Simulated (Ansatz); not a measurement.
The cell is built on a prototype and need not be the phase stable at ambient conditions.

By r2SCAN, the system below comes out a metal.

A figure of merit of an interconnect metal is its ballistic conductance per area.

Here is the system:

```xyz
4
Lattice="3.7214 0.0000 0.0000 0.0000 6.3155 0.0000 1.8607 0.0000 3.2228" Properties=species:S:1:pos:R:3 pbc="T T T"
Ga     0.0000     0.0000     0.0000
Ga     0.0000     3.1577     0.0000
As     1.8607     4.7366     1.0743
As     3.7214     1.5789     2.1486
```

Space group of this cell: P6_3/mmc, NiAs type. The cell was relaxed by PBE-D3(BJ); by r2SCAN its mean pressure is 0.7 GPa.

The current flows along the normal of the first two printed cell vectors. No spin-orbit coupling; the value is a mean over 0.1 eV about the Fermi level.

Problem. Predict the ballistic conductance per area from r2SCAN in Ansatz (a first-principles code).

Solution. 0.70 × 10¹⁵ S/m² for both spins.
